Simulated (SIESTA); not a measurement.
## Cost against accuracy: kgrid.MonkhorstPack for Hf (P6_3/mmc, 2 atoms in the cell)

```yaml
crystal:
  lattice:
    - [3.26229, 0.00000, 0.00000]
    - [-1.63115, 2.82523, 0.00000]
    - [0.00000, 0.00000, 5.15553]
  atoms:
    - { symbol: Hf, position: [0.33333, 0.66667, 0.25000] }
    - { symbol: Hf, position: [0.66667, 0.33333, 0.75000] }
```

Method: GGA PBE, numerical atomic orbitals DZP, PseudoDojo PBE standard norm-conserving potentials (rewritten from UPF to PSML) (SIESTA).

Base settings: XC.functional = GGA; XC.authors = PBE; potentials = PseudoDojo PBE standard; PAO.BasisSize = DZP; PAO.EnergyShift = 0.01 Ry; MeshCutoff = 350 Ry; kgrid.MonkhorstPack = 12 12 7; OccupationFunction = FD; ElectronicTemperature = 100 meV; MaxSCFIterations = 150.

Misses are taken against the tightest run, 28 28 16, which need not be fully converged itself. The energy is the free energy per atom.

Core times come from one kind of shared machine and are given to one figure; runs under 30 s give none.

The starting cell comes from a database of computed structures (which also holds hypothetical and non-ambient phases and stackings), without a prior relaxation at this level. Its lattice was rescaled by a random factor within 2.5 % of one. Values carry the incompleteness of an atom-centred basis. In the base run, with a pressure of about -8 GPa the cell is away from its equilibrium volume at this level.

| kgrid.MonkhorstPack | energy less reference (meV/atom) | pressure less reference (GPa) | core time / reference (rough) |
|---|---|---|---|
| 1 1 1 | -38.30 | 34.20 | – |
| 2 2 1 | -436.05 | -2.49 | – |
| 3 3 2 | -24.73 | -0.53 | – |
| 4 4 2 | 33.20 | -0.43 | – |
| 5 5 3 | -0.55 | -0.34 | – |
| 7 7 4 | -0.89 | 0.03 | – |
| 8 8 5 | -1.07 | -0.03 | 0.06 |
| 9 9 5 | -0.23 | -0.04 | 0.06 |
| 11 11 6 | -0.34 | 0.03 | 0.08 |
| 12 12 7 | 0.06 | 0.00 | 0.1 |
| 13 13 7 | 0.10 | 0.00 | 0.1 |
| 15 15 9 | 0.00 | 0.00 | 0.2 |
| 18 18 10 | 0.00 | 0.00 | 0.3 |
| 23 23 13 | -0.01 | 0.00 | 0.5 |
| 28 28 16 | 0.00 | 0.00 | 1 |

Coarsest setting among those run that, with all tighter ones, holds the energy within 20 meV/atom of the reference: 5 5 3, off by 0.55 meV/atom; it ran in under 30 s, against roughly 600 s for the reference.
